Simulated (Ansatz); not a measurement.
LaWN3 (polar rhombohedral perovskite start, 20-atom cell) (held in this type by symmetry, stable or not), space group R3c.

The geometry comes from a PBE relaxation.

```
LaWN3
1.0
   -2.85084    -1.64593    -4.65004
   -2.85117     4.93837     0.00000
    5.70261     3.29240    -4.65079
La W N
4 4 12
Direct
  0.42947   0.49996   0.96483
  0.92947   0.99996   0.46483
  0.42947   0.50004   0.46483
  0.92947   0.00004   0.96483
  0.93156   0.50002   0.71581
  0.43156   0.00002   0.21581
  0.93156   0.49998   0.21581
  0.43156   0.99998   0.71581
  0.16791   0.27490   0.16966
  0.66791   0.77490   0.66966
  0.89145   0.44823   0.44651
  0.39145   0.94823   0.94651
  0.11623   0.77680   0.22150
  0.61623   0.27680   0.72150
  0.89145   0.55177   0.94651
  0.39145   0.05177   0.44651
  0.61623   0.72320   0.22150
  0.11623   0.22320   0.72150
  0.66791   0.22510   0.16966
  0.16791   0.72510   0.66966
```

Computed with HSE06 (plane waves to 420 eV, PAW; Ansatz, an electronic-structure program). Spin–orbit coupling is left out; with elements this heavy it can move edges by tenths of an eV. Its k-point mesh 3×3×2, Fermi–Dirac width 0.01 eV. HSE06 ran on meshes of its own (3×3×2); its edges and gaps are taken over the mesh and over extra points off it, mostly where PBE has its edges.

Question: List the levels next to the gap at (-0.031, 0.000, 0.240) of this cell's own (folded) zone, from the top of the valence band (the table ends after a fixed count of bands, which can cut a degenerate set).

Answer: 
| band | E − E_v (eV) |
|---|---|
| v4 | -0.553 |
| v3 | -0.482 |
| v2 | -0.258 |
| v1 | -0.075 |
| c1 | 1.923 |
| c2 | 2.316 |
| c3 | 2.336 |
| c4 | 2.718 |
